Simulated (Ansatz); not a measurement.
# Equilibrium volume per atom of V2O5 (Pmmn, No. 59; start mp-754670) at several levels of theory

No measured value is used here.

```tsv
level (code)	value (Å³/atom)
LDA (Ansatz)	___
PBEsol (Ansatz)	12.70
r²SCAN (Ansatz)	12.74
r²SCAN-D4 (Ansatz)	12.47
r²SCAN+rVV10 (Ansatz)	12.33
```

Question: What belongs in the gaps?

Answer: 
- LDA (Ansatz, a program for electronic structure), value (Å³/atom): 11.62

The crystal itself was run without spin with LDA, PBEsol, r²SCAN, r²SCAN-D4, r²SCAN+rVV10. LDA, PBEsol, r²SCAN, r²SCAN-D4, r²SCAN+rVV10: the relaxation could not lower the start's symmetry, so the cell can be a saddle point above a distorted one. Ansatz's density-functional and Hartree–Fock values are scalar-relativistic unless marked +SOC, with PAW data made under PBE.

A start named mp-… is a Materials Project structure, which can be a computed phase never made.
